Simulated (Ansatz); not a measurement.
## Rb in the bcc (W type) structure (space group Im-3m, No. 229)

```
Rb
1.0
   -2.83551     2.83551     2.83551
    2.83551    -2.83551     2.83551
    2.83551     2.83551    -2.83551
Rb
1
Cartesian
  0.00000   0.00000   0.00000
```

All numbers come from PBE (Ansatz, a first-principles code), no SOC. Settings: 12×12×12 k-points, 0.05 eV Fermi–Dirac smearing.

| Property | Result |
|---|---|
| Volume per atom | 91.19 Å³ |
| Density | 1.56 g/cm³ |
| Band gap | zero |
| Total energy | -3267.348 eV/atom (σ→0; compares only within this code and set-up) |

Stability against distortions was not tested. All final runs are without spin polarisation.
